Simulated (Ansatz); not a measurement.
WS2, response to strain

The reference is WS₂ (space group P6_3/mmc, No. 194; a = 3.115 Å, c = 11.772 Å; layered, stacked along the Cartesian z axis). Axes: x lies along a and z along c of the hexagonal cell.

Strains are applied to the cell and any free atomic positions relax.

The values are results of PBEsol-D3(BJ) in Ansatz (plane waves to 420 eV, PAW, no spin-orbit coupling), not measurements.

Notes on the quantities. energy relative to the base: free energy F.

```csv
change,hole mass,smallest direct gap,energy relative to the base,volume per atom
base,"0.96 mₑ along c, 0.46 mₑ across (at Γ)",1.92 eV,0 meV/atom,16.48 Å³
uniaxial strain ε_xx = +0.60 %,"0.43 mₑ along x, 0.46 mₑ along y, 0.98 mₑ along z (at Γ)",?,+0.5 meV/atom,16.58 Å³
uniaxial strain ε_xx = +1.20 %,"0.41 mₑ along x, 0.47 mₑ along y, 1.0 mₑ along z (at Γ)",?,?,16.68 Å³
uniaxial strain ε_xx = +1.80 %,"0.39 mₑ along x, 0.48 mₑ along y, 1.0 mₑ along z (at Γ)",1.79 eV,+4.4 meV/atom,16.78 Å³
uniaxial strain ε_xx = +2.40 %,"0.37 mₑ along x, 0.48 mₑ along y, 1.1 mₑ along z (at Γ)",1.75 eV,+7.7 meV/atom,16.88 Å³
uniaxial strain ε_xx = +3.00 %,"0.36 mₑ along x, 0.49 mₑ along y, 1.1 mₑ along z (at Γ)",1.71 eV,+12 meV/atom,16.98 Å³
```

**Question.** What belongs in the blanks?

**Answer.** 
- uniaxial strain ε_xx = +0.60 %, smallest direct gap: 1.88 eV
- uniaxial strain ε_xx = +1.20 %, smallest direct gap: 1.84 eV
- uniaxial strain ε_xx = +1.20 %, energy relative to the base: +2.0 meV/atom

With W present, leaving out spin-orbit coupling can change the band edges. Masses are band curvatures over ±0.01 Å⁻¹ around the edge. Whether these cells are dynamically stable was not tested.

Ansatz is a program for electronic structure.
